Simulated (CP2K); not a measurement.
A self-consistent single point of C (P-1, 2 atoms in the cell) with CP2K.

Method: PBEsol, GPW, DZVP-MOLOPT-SR-GTH basis, GTH-PBE potentials (GTH_POTENTIALS) (CP2K).

```
CELL_PARAMETERS angstrom
      2.18163     0.00000     0.00000
     -1.09082     1.88935     0.00000
      0.00000     0.00000     3.54209
ATOMIC_POSITIONS crystal
  C  0.29410 0.64514 0.25093
  C  0.70590 0.35486 0.74907
```

Reference input (self-consistent single point, DFT PBE, GPW, DZVP-MOLOPT-SR-GTH basis, GTH-PBE potentials (GTH_POTENTIALS)): CUTOFF = 400 Ry; REL_CUTOFF = 50 Ry; SMEAR/METHOD = GAUSSIAN; SIGMA = 0.05 eV; KPOINTS/SCHEME = MONKHORST-PACK 14 14 8; GAMMA_CENTERED = T; XC_FUNCTIONAL = PBE; C/BASIS_SET = DZVP-MOLOPT-SR-GTH-q4; C/POTENTIAL = GTH-PBE-q4; METHOD = GPW; EPS_DEFAULT = 1e-10; NGRIDS = 5. This run's input differs from it in these lines:

```diff
@@ -43,3 +43,6 @@
     &XC
-      &XC_FUNCTIONAL PBE
+      &XC_FUNCTIONAL
+        &PBE
+          PARAMETRIZATION PBESOL
+        &END PBE
       &END XC_FUNCTIONAL
```

The program printed (abridged):

```
 SCF WAVEFUNCTION OPTIMIZATION

  Step     Update method      Time    Convergence         Total energy    Change
     1 NoMix/Diag. 0.20E+00      -     0.37312221       -11.0449989069 -1.10E+01
     2 Broy./Diag. 0.20E+00      -     0.00371551       -11.4135446709 -3.69E-01
     3 Broy./Diag. 0.20E+00      -     0.01289416       -11.0930582134  3.20E-01
     4 Broy./Diag. 0.20E+00      -     0.00027212       -11.0271698957  6.59E-02
     5 Broy./Diag. 0.20E+00      -     0.00049945       -11.0306176139 -3.45E-03
     6 Broy./Diag. 0.20E+00      -     0.00018415       -11.0320752956 -1.46E-03
     7 Broy./Diag. 0.20E+00      -     0.00002426       -11.0323877808 -3.12E-04
     8 Broy./Diag. 0.20E+00      -     0.00002456       -11.0324730685 -8.53E-05
     9 Broy./Diag. 0.20E+00      -     0.00000070       -11.0324823566 -9.29E-06
  *** SCF run converged in     9 steps ***

  Overlap energy of the core charge distribution:               0.00000000000000
  Self energy of the core charge distribution:                -26.67001585353042
  Core Hamiltonian energy:                                      7.43990381283674
  Hartree energy:                                              11.37714504322557
  Exchange-correlation energy:                                 -3.17948014687197
  Smearing free energy correction:                             -0.00003521233709
  Fermi energy:                                                 0.32864379109925

  Total energy:                                               -11.03248235659190
  Total energy (extrapolated to sigma->0):                    -11.03246475042335

                     Mulliken Population Analysis

   [... lines left out ...]

 STRESS| Analytical stress tensor [bar]
 STRESS|                        x                   y                   z
 STRESS|      x       -2.09676302736E+05  -2.03867257853E+04   1.31132191893E+02
 STRESS|      y       -2.03867257853E+04  -1.83664931955E+05   2.97452280426E+02
 STRESS|      z        1.31132191893E+02   2.97452280426E+02  -1.31510060499E+05
 STRESS| 1/3 Trace                                            -1.74950431730E+05
```

The run converged in 9 iterations. Against the reference run the pressure goes from -10.29 to -17.50 GPa and the largest force goes from 1.058 to 1.043 eV/Å.

The starting cell was generated: these elements placed on a structure prototype, without a prior relaxation; it need not be a known phase or ordering of this composition. Its atoms were displaced at random from the sites of space group no. 194. Values carry the incompleteness of an atom-centred basis. The potentials were made for another functional than the one used. With a pressure of about -17 GPa the cell is away from its equilibrium volume at this level. Forces in this geometry exceed 1 eV/Å.

Cost on one core of a shared machine: roughly 80 s.
